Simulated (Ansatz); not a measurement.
# W2C (space group Pnnm, No. 58; a cell from a computed database, its experimental status unchecked)

Space group Pnnm (No. 58); a = 4.677 Å, b = 5.240 Å, c = 3.008 Å, α = β = γ = 90.00°

| atom | site | symmetry | x | y | z |
|---|---|---|---|---|---|
| W | 4g | ..m | 0.2411 | 0.6584 | 0.0000 |
| C | 2a | ..2/m | 0.0000 | 0.0000 | 0.0000 |

Method: Kohn–Sham DFT with the PBEsol functional, run in Ansatz (a first-principles code) with PAW and 420 eV plane waves, spin-orbit coupling left out. k-mesh 10×9×15 (Γ-centred); smearing 0.05 eV (Fermi–Dirac).

- Volume per atom = 12.29 Å³
- Density = 17.10 g/cm³
- Band gap = zero
- Total energy = -6920.027 eV/atom (σ→0; compares only within this code and set-up)

No phonon test of stability was made. All final runs are without spin polarisation.
